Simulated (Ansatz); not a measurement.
AlBiO3 (model structure, started from the tetragonal perovskite type, P4mm, No. 99, 5 atoms in the cell), treated with G0W0@PBEsol (plane waves, hard PAW, contour deformation; Ansatz, a quantum-chemistry and plane-wave program).

The same calculation (at the PBEsol cell, 11.708 Å³/atom) with different numerical settings; throughout: k mesh 2×2×2:

```tsv
run	response cutoff (eV)	empty bands	quasiparticle gap on the mesh (eV)	quasiparticle gap at Γ (eV)	rough time
1	100	244	2.376	6.741	50 core-s
2	150	449	2.504	6.816	2 core-min
3	200	691	2.596	6.884	5 core-min
4	250	965	2.650	6.926	10 core-min
5	300	1269	?	?	20 core-min
```

Q: Some entries are withheld; supply them.

A: 
- 5, quasiparticle gap on the mesh (eV): 2.686
- 5, quasiparticle gap at Γ (eV): 6.958

In the column quasiparticle gap on the mesh (eV) the first row differs from the last by -0.310 and the next to last by -0.036.

The last row is no converged limit: other settings stay fixed.

Spin–orbit coupling is not included.

Note: filled d or f shells below the valence bands can shift G0W0 gaps through exchange with them, which wasn't tested here.

A model structure was made by putting elements into a prototype or built by hand; it is no filed structure, need not be a known phase, and can be a saddle point held by its symmetry.
